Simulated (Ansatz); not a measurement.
ZrB₂ (model structure, started from the MoSi2 type, I4/mmm, No. 139, 3 atoms in the cell) was calculated with PBEsol (Ansatz, a quantum-chemistry and plane-wave program, plane waves, PAW).

Run with plane-wave cutoff 520 eV, 24×24×24 k mesh, Fermi–Dirac smearing 0.05 eV, scalar-relativistic PAW data made under PBE.

Cell (relaxed at this level):

```
CELL_PARAMETERS angstrom
     -1.71183     1.71183     3.13826
      1.71183    -1.71183     3.13826
      1.71183     1.71183    -3.13826
ATOMIC_POSITIONS crystal
  Zr 0.00000 0.00000 0.00000
  B  0.37576 0.37576 0.00000
  B  0.62424 0.62424 0.00000
```

**Question.** Give the computed bulk modulus.

**Answer.** 
- bulk modulus = 151 GPa

The run finds no gap.

Note: the bulk modulus is −V dP/dV from two relaxed cells at ±2 % in volume; the relaxation could raise the start's symmetry but not lower it, so the cell can be a saddle point.

Static lattice: no zero-point or thermal effects.

A model structure was made by putting elements into a prototype or built by hand; it is no filed structure, need not be a known phase, and can be a saddle point held by its symmetry.
